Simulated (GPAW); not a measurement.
Band structure of MgSn5 (R32, 6 atoms in the cell).

```
MgSn5
1.0
    2.84265     1.64120     5.56202
   -2.84265     1.64120     5.56202
    0.00000    -3.28241     5.56202
Mg Sn
1 5
Direct
  0.50000   0.50000   0.50000
  0.66053   0.33947   0.00000
  0.00000   0.66053   0.33947
  0.33947   0.00000   0.66053
  0.16639   0.16639   0.16639
  0.83361   0.83361   0.83361
```

Computed with PBEsol, GPAW PAW datasets PBEsol (made by gpaw-setup) (plane waves; GPAW).

Settings: mode = pw; ecut = 850 eV; xc = PBEsol; kpts = 4 4 4; mesh shift (steps) = 0 0 0; occupations.name = fermi-dirac; occupations.width = 0.1 eV; nbands = -10; convergence.forces = 0.001 eV/Å; symmetry.symmorphic = false; symmetry.tolerance = 0.0005; maxiter = 150; bandpath_npoints = 40.

The starting cell comes from a database of computed structures (which also holds hypothetical and non-ambient phases and stackings), without a prior relaxation at this level. Its lattice was rescaled by a random factor within 2.5 % of one.

Levels in eV from the Fermi level, bands 37 to 44:
```json
[
 {"point": "Γ", "37": "-2.65", "38": "-2.65", "39": "-2.25", "40": "-1.99", "41": "-1.99", "42": "-0.54", "43": "-0.54", "44": "0.00"},
 {"point": "L", "37": "-3.29", "38": "-1.68", "39": "-1.52", "40": "0.48", "41": "0.50", "42": "1.38", "43": "1.79", "44": "3.47"},
 {"point": "Z", "37": "-2.95", "38": "-1.14", "39": "-1.05", "40": "-1.05", "41": "-0.40", "42": "0.36", "43": "0.36", "44": "1.01"},
 {"point": "F", "37": "-1.30", "38": "-0.70", "39": "0.06", "40": "0.09", "41": "0.87", "42": "0.91", "43": "1.42", "44": "1.82"},
 {"point": "P1", "37": "-1.93", "38": "-1.12", "39": "-0.49", "40": "0.41", "41": "0.67", "42": "1.65", "43": "1.80", "44": "2.15"},
 {"point": "P", "37": "-1.93", "38": "-1.12", "39": "-0.49", "40": "0.41", "41": "0.67", "42": "1.65", "43": "1.80", "44": "2.15"}
]
```

Bands cross the Fermi level along this path, so the cell is metallic at this level.
